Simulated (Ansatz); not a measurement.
The starting structures come from a database of crystals and need not be the phases stable at ambient conditions.

Tunnelling through a barrier is set by its complex band structure: the current falls as exp(−2κd) with the smallest κ.

Data:

```xyz
4
Lattice="3.9045 0.0000 0.0000 -1.9522 3.3814 0.0000 0.0000 0.0000 6.4508" Properties=species:S:1:pos:R:3 pbc="T T T"
Si     1.9522     1.1271     5.6419
Si     0.0000     2.2542     2.4165
Ge     1.9522     1.1271     3.2279
Ge     0.0000     2.2542     0.0025
```

The cell is taken as given.

Transport runs along the normal of the first two printed cell vectors, the (001) plane of the conventional cell.

No gap correction and no spin-orbit coupling; mid-gap is the computed energy nearest the middle.

Problem. Compute, with r2SCAN in Ansatz (a quantum-chemistry and plane-wave program), the band gap and the smallest decay constant κ at mid-gap.

Solution. Gap 0.66 eV on a 12×12×6 mesh; κ = 0.087 1/Å, at the zone centre.
